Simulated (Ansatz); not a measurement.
**Converging the k-point mesh: a (100) slab of HfN (cut from a parent of space group no. 225; 8 atoms in the cell)**

```
HfN
1.0
    3.18014     0.00000     0.00000
   -3.18014     3.18014     0.00000
    0.00000     0.00000    20.74601
Hf N
4 4
Direct
  0.00000   0.00000   0.44581
  0.00000   0.50000   0.33741
  0.00000   0.00000   0.66259
  0.00000   0.50000   0.55420
  0.00000   0.00000   0.33741
  0.00000   0.50000   0.44581
  0.00000   0.00000   0.55420
  0.00000   0.50000   0.66259
```

Method: PBEsol, PAW files made with PBE (plane waves; Ansatz, a quantum-chemistry and plane-wave program).

Base settings: basis.ecutwfc = 30.9 Ry; kpoints.mp_grid.grid = 13 13 1; hamiltonian.xc = pbesol; hamiltonian.pseudopotentials = {kind: paw} (the program's default PAW files); scf.occupations.method = fermi_dirac; scf.occupations.width = 0.0073 Ry.

Only quantities that move along the ladder and can be compared are tabulated.

The count of work is k-points × plane waves × bands × iterations; it is no time. Core times come from one kind of shared machine, to one figure; runs under 30 s give none.

The starting cell has typed, rounded lattice constants, without a prior relaxation at this level. The slab is cut from that crystal, and its faces are unrelaxed. Its lattice was rescaled by up to half a per cent. Spin polarisation is off, though cut faces can carry moments; the slab shows no gap. In the base run, forces exceed 1 eV/Å.

Steps (kpoints.mp_grid.grid): 3 3 1; 4 4 1; 5 5 1; 6 6 1; 7 7 1; 8 8 1; 9 9 1; 11 11 1; 12 12 1; 13 13 1; 14 14 1; 17 17 1; 20 20 1; 23 23 1; 27 27 1; 32 32 1; 37 37 1.

### Question
What is the coarsest kpoints.mp_grid.grid that holds the free energy within 0.5 meV/atom of the last step, with all finer ones?

### Answer
12 12 1, at 0.15 of the last step's count of work; the step before is off by 1.3 meV/atom.

### Question
What is the coarsest kpoints.mp_grid.grid that holds the forces within 0.02 eV/Å of the last step, with all finer ones?

### Answer
14 14 1, at 0.19 of the last step's count of work; the step before is off by 0.033 eV/Å.

| kpoints.mp_grid.grid | free energy less the last step's (meV/atom) | largest difference of a force vector from the last step's (eV/Å) | count of work / last | core time / last (rough) |
|---|---|---|---|---|
| 3 3 1 | 14.83 | 0.665 | 0.013 | – |
| 4 4 1 | -5.71 | 0.222 | 0.034 | – |
| 5 5 1 | -3.42 | 0.129 | 0.032 | – |
| 6 6 1 | -2.00 | 0.034 | 0.053 | – |
| 7 7 1 | -2.34 | 0.029 | 0.049 | – |
| 8 8 1 | 1.37 | 0.034 | 0.079 | – |
| 9 9 1 | -1.76 | 0.045 | 0.073 | – |
| 11 11 1 | 1.28 | 0.043 | 0.11 | – |
| 12 12 1 | -0.34 | 0.034 | 0.15 | – |
| 13 13 1 | -0.20 | 0.033 | 0.14 | – |
| 14 14 1 | -0.01 | 0.012 | 0.19 | – |
| 17 17 1 | -0.01 | 0.004 | 0.24 | 0.3 |
| 20 20 1 | -0.01 | 0.005 | 0.35 | 0.4 |
| 23 23 1 | -0.07 | 0.003 | 0.41 | 0.4 |
| 27 27 1 | 0.01 | 0.002 | 0.55 | 0.6 |
| 32 32 1 | 0.01 | 0.001 | 0.81 | 0.9 |
| 37 37 1 | 0.00 | 0.000 | 1.0 | 1 |

Keys are those of Ansatz 0.2.
